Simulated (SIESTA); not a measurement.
SIESTA run on MgCo₂O₄ (C2/m, 7 atoms in the cell): self-consistent single point.

Method of the run: LDA PW92, numerical atomic orbitals DZP, PseudoDojo LDA standard norm-conserving potentials (rewritten from UPF to PSML) run with SIESTA 5.4.2.

```
CELL_PARAMETERS angstrom
      5.39392    -1.51545     0.00000
      5.39392     1.51545     0.00000
     -2.04615     0.00000     4.52180
ATOMIC_POSITIONS crystal
  Mg 0.50000 0.50000 0.50000
  Co 0.78413 0.78413 0.78796
  Co 0.21587 0.21587 0.21204
  O  0.86423 0.86423 0.52128
  O  0.13577 0.13577 0.47872
  O  0.36345 0.36345 0.06053
  O  0.63655 0.63655 0.93947
```
Moments meant for the start (each program seeds them in its own way; μB, in the order of the atoms Mg Co Co O O O O): 0.0 3.0 3.0 0.0 0.0 0.0 0.0.

Reference input (self-consistent single point, DFT, LDA PW92, numerical atomic orbitals DZP, PseudoDojo LDA standard norm-conserving potentials (rewritten from UPF to PSML)): XC.functional = LDA; XC.authors = PW92; potentials = PseudoDojo LDA standard; PAO.BasisSize = DZP; PAO.EnergyShift = 0.01 Ry; MeshCutoff = 300 Ry; kgrid.MonkhorstPack = 5 5 3; OccupationFunction = FD; ElectronicTemperature = 116.05 K; Spin = polarized; DM.InitSpin = [1 +0.00, 2 +3.00, 3 +3.00, 4 +0.00, 5 +0.00, 6 +0.00, 7 +0.00]; MaxSCFIterations = 150. This run's input differs from it in these lines:

```diff
@@ -34,5 +34,5 @@
 %block kgrid.MonkhorstPack
-    5   0   0  0.0
-    0   5   0  0.0
-    0   0   3  0.0
+    2   0   0  0.0
+    0   2   0  0.0
+    0   0   2  0.0
 %endblock kgrid.MonkhorstPack
```

Log, with long lists cut:

```
        iscf     Eharris(eV)        E_KS(eV)     FreeEng(eV)     dDmax    Ef(eV) dHmax(eV)
   scf:    1   -11599.465006   -11682.328862   -11682.330490  1.000655 -1.585280 29.448919
     spin moment: {S} , |S| = {        0.0        0.0    8.00000 }     8.00000
   scf:    2   -11725.876320   -11706.199983   -11706.200583  0.155614 -3.281002 18.337942
     spin moment: {S} , |S| = {        0.0        0.0    8.00000 }     8.00000
   scf:    3   -11630.595133   -11701.136699   -11701.136963  0.376771 -5.797144 19.419090
     spin moment: {S} , |S| = {        0.0        0.0    3.49752 }     3.49752
   [... lines left out ...]
     spin moment: {S} , |S| = {        0.0        0.0    5.24885 }     5.24885
   scf:  148   -11722.316167   -11722.313842   -11722.319285  0.034540 -5.091625  0.014540
     spin moment: {S} , |S| = {        0.0        0.0    5.44900 }     5.44900
   scf:  149   -11722.313836   -11722.313839   -11722.319270  0.000360 -5.091624  0.015045
     spin moment: {S} , |S| = {        0.0        0.0    5.45064 }     5.45064
   scf:  150   -11722.314135   -11722.313765   -11722.319047  0.011991 -5.101025  0.024827
     spin moment: {S} , |S| = {        0.0        0.0    5.53568 }     5.53568
SCF_NOT_CONV: SCF did not converge in maximum number of steps (required).
SCF_NOT_CONV: SCF did not converge in maximum number of steps (required).
Geom step, scf iteration, dDmax, dHmax:    0   150      0.011991     0.001825
Geom step, scf iteration, dDmax, dHmax:    0   150      0.011991     0.001825

ABNORMAL_TERMINATION
ABNORMAL_TERMINATION
Stopping Program from Node:    0
Stopping Program from Node:    0
```

The run ended unconverged after 150 iterations. 

The starting cell comes from a database of computed structures (which also holds hypothetical and non-ambient phases and stackings), without a prior relaxation at this level. Values carry the incompleteness of an atom-centred basis.

Cost on one core of a shared machine: roughly 3 min.
